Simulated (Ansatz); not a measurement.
The starting structures come from a database of crystals and need not be the phases stable at ambient conditions.

# Evanescent states of Zn(InTe$_{2}$)$_{2}$ (I-4, not sure to be the ambient phase, 7 atoms a cell, 34.4 Å³ an atom) along the normal of (001)

Computed with PBEsol (plane waves, PAW; Ansatz, a first-principles code).

The gap is the functional's own. No spin-orbit coupling. Mid-gap values are interpolated on the energy grid.

Energies count from the valence-band top; κ is the least over a 6×6 mesh across the current.

```json
[
 {"E (eV)": "0.03", "κ (1/Å)": "0.048", "where": "Γ"},
 {"E (eV)": "0.09", "κ (1/Å)": "0.059", "where": "Γ"},
 {"E (eV)": "0.15", "κ (1/Å)": "0.066", "where": "Γ"},
 {"E (eV)": "0.21", "κ (1/Å)": "0.072", "where": "Γ"},
 {"E (eV)": "0.27", "κ (1/Å)": "0.076", "where": "Γ"},
 {"E (eV)": "0.33", "κ (1/Å)": "0.078", "where": "Γ"},
 {"E (eV)": "0.39", "κ (1/Å)": "0.079", "where": "Γ"},
 {"E (eV)": "0.45", "κ (1/Å)": "0.078", "where": "Γ"},
 {"E (eV)": "0.51", "κ (1/Å)": "0.076", "where": "Γ"},
 {"E (eV)": "0.57", "κ (1/Å)": "0.073", "where": "Γ"},
 {"E (eV)": "0.63", "κ (1/Å)": "0.068", "where": "Γ"},
 {"E (eV)": "0.69", "κ (1/Å)": "0.061", "where": "Γ"},
 {"E (eV)": "0.75", "κ (1/Å)": "0.050", "where": "Γ"},
 {"E (eV)": "0.81", "κ (1/Å)": "0.033", "where": "Γ"}
]
```

How thick must the barrier be to attenuate the transmission by 10^8 when the electrodes' Fermi level lies at 0.03 eV, and what attenuation does that film give at 0.27 eV?

d = 8 ln 10 / (2 × 0.048) = 191.9 Å. At 0.27 eV it gives 8 × 0.076/0.048 = 12.7 decades.
